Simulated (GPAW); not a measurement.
**How a calculation on B (P6_3/mmc, 4 atoms in the cell) responds to its settings**

```yaml
crystal:
  lattice:
    - [2.03085, 0.00000, 0.00000]
    - [-1.01542, 1.75877, 0.00000]
    - [0.00000, 0.00000, 6.53427]
  atoms:
    - { symbol: B, position: [0.00000, 0.00000, 0.00000] }
    - { symbol: B, position: [0.00000, 0.00000, 0.50000] }
    - { symbol: B, position: [0.33333, 0.66667, 0.25000] }
    - { symbol: B, position: [0.66667, 0.33333, 0.75000] }
```

Base run A: PBE, GPAW PAW datasets PBE (gpaw-data 1.0.1) (GPAW), self-consistent single point.

Its settings: mode = pw; ecut = 550 eV; xc = PBE; kpts = 9 9 3; mesh shift (steps) = 0 0 0; occupations.name = fermi-dirac; occupations.width = 0.1 eV; nbands = -12; symmetry.symmorphic = false; symmetry.tolerance = 0.0005; maxiter = 100.

The starting cell was generated: these elements placed on a structure prototype, without a prior relaxation; it need not be a known phase or ordering of this composition. Its lattice was rescaled by a random factor within 2.5 % of one. Without a gap this mesh is coarse (it stands for a supercell whose shortest vector is 18 Å).

ΔF is the free energy per atom less that of run A. 

Run A gave: TS (meV/atom) 8.4.

Runs:
- B: occupations.width = 0.002 eV
- C: occupations.width = 0.01 eV
- D: occupations.width = 0.025 eV
- E: occupations.width = 0.05 eV
- F: occupations.width = 0.15 eV
- G: occupations.width = 0.2 eV
- H: occupations.width = 0.3 eV
- I: occupations.width = 0.5 eV
- J: occupations.width = 0.8 eV

Task: What does run E change against A?

Result: The free energy goes up by 3.4 meV/atom.

Task: What does run B change against A?

Result: The free energy goes up by 5.0 meV/atom.

```json
[
 {"run": "A", "ΔF (meV/atom)": "0.00", "TS (meV/atom)": "8.4"},
 {"run": "B", "ΔF (meV/atom)": "5.0", "TS (meV/atom)": "0.0"},
 {"run": "C", "ΔF (meV/atom)": "4.9", "TS (meV/atom)": "0.2"},
 {"run": "D", "ΔF (meV/atom)": "4.4", "TS (meV/atom)": "0.8"},
 {"run": "E", "ΔF (meV/atom)": "3.4", "TS (meV/atom)": "2.5"},
 {"run": "F", "ΔF (meV/atom)": "-4.9", "TS (meV/atom)": "16.8"},
 {"run": "G", "ΔF (meV/atom)": "-11.2", "TS (meV/atom)": "27.5"},
 {"run": "H", "ΔF (meV/atom)": "-27.7", "TS (meV/atom)": "58.3"},
 {"run": "I", "ΔF (meV/atom)": "-80.2", "TS (meV/atom)": "167.7"},
 {"run": "J", "ΔF (meV/atom)": "-216.0", "TS (meV/atom)": "457.2"}
]
```
